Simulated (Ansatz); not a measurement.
Start from AlN in the zinc blende structure (space group F-43m, No. 216).

```
CELL_PARAMETERS angstrom
      0.00000     2.18887     2.18887
      2.18887     0.00000     2.18887
      2.18887     2.18887     0.00000
ATOMIC_POSITIONS crystal
  Al 0.00000 0.00000 0.00000
  N  0.25000 0.25000 0.25000
```

Cartesian axes are those of the cell as printed.

Level of theory: DFT with PBEsol, PAW potentials and a 420 eV plane-wave cutoff in Ansatz (a quantum-chemistry and plane-wave program), scalar-relativistic without spin-orbit coupling.

For the base:

| Quantity | Value |
|---|---|
| Band gap | 3.19 eV |
| Volume per atom | 10.49 Å³ |

Now apply this change: biaxial strain +1.25 %, plane normal [111], relaxed out of plane (Cartesian); in-plane vectors clamped, the third vector and the atoms free.

How does this affect the energy relative to the base?

The energy goes up by 4.9 meV/atom.

Predict the new valence-band top at Γ.

The valence-band top at Γ (three highest levels, from the VBM) amounts to 0.00, -0.14, -0.14 eV.

Predict the new band gap.

The band gap falls by 0.107 eV, from 3.19 eV to 3.09 eV.

What does the calculation give for the volume per atom after the change?

The volume per atom increases by 0.21 Å³, from 10.49 Å³ to 10.70 Å³.

Whether these cells are dynamically stable was not tested. This is not the structure that AlN has at room temperature and ambient pressure.
